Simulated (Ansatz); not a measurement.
Some atoms of an NVE trajectory of composition SiGe3, cell Si16Ge48, held well above this temperature first, at a temperature that wasn't checked against the liquidus, so perhaps supercooled [in the run: it was liquid; mean temperature 1272 K (target 1220 K); density 4.66 g/cm³]; time step 2.0 fs, velocity Verlet. Level of theory: PBE (plane waves, PAW; Ansatz, a quantum-chemistry and plane-wave program). On the run's last frame a denser k-mesh moved the forces by 0.099 eV/Å rms, the static pressure by 0.07 GPa and the free energy by 7 meV/atom, which is about how far such values are converged.

| atom | mass (u) | x y z (Å) | v (Å/fs) | F (eV/Å) |
|---|---|---|---|---|
| Si10 | 28.085 | 7.98139 3.03659 14.21853 | 0.005368 -0.009185 -0.000029 | 0.3452 0.2629 -0.1364 |
| Ge31 | 72.630 | -0.80430 11.86890 6.71694 | -0.000447 0.000746 0.002494 | 0.9201 0.6523 -0.0351 |
| Ge35 | 72.630 | 1.42827 11.63339 4.91303 | 0.007658 0.007239 0.003539 | -0.0830 1.1723 -0.8642 |
| Ge38 | 72.630 | -2.48887 -1.22549 6.52728 | 0.003976 0.001013 -0.002844 | -0.2004 -0.1628 0.0106 |
| Ge48 | 72.630 | 10.68900 1.43486 -2.05824 | -0.004427 -0.003630 -0.002071 | -0.6544 -0.0784 -0.3575 |
| Ge56 | 72.630 | 5.56832 5.25743 -5.06125 | -0.000599 -0.004290 0.005752 | 0.6975 -0.0063 -0.3705 |

Problem. Give their positions one step later.

Solution. x' = x + vΔt + FΔt²/(2m), with 1 eV/(Å·u) = 0.0096485 Å/fs².
```json
[
 {"atom": "Si10", "x' y' z' (Å)": "7.99236 3.01840 14.21838"},
 {"atom": "Ge31", "x' y' z' (Å)": "-0.80495 11.87057 6.72192"},
 {"atom": "Ge35", "x' y' z' (Å)": "1.44357 11.64818 4.91988"},
 {"atom": "Ge38", "x' y' z' (Å)": "-2.48097 -1.22351 6.52160"},
 {"atom": "Ge48", "x' y' z' (Å)": "10.67997 1.42757 -2.06247"},
 {"atom": "Ge56", "x' y' z' (Å)": "5.56731 5.24885 -5.04984"}
]
```
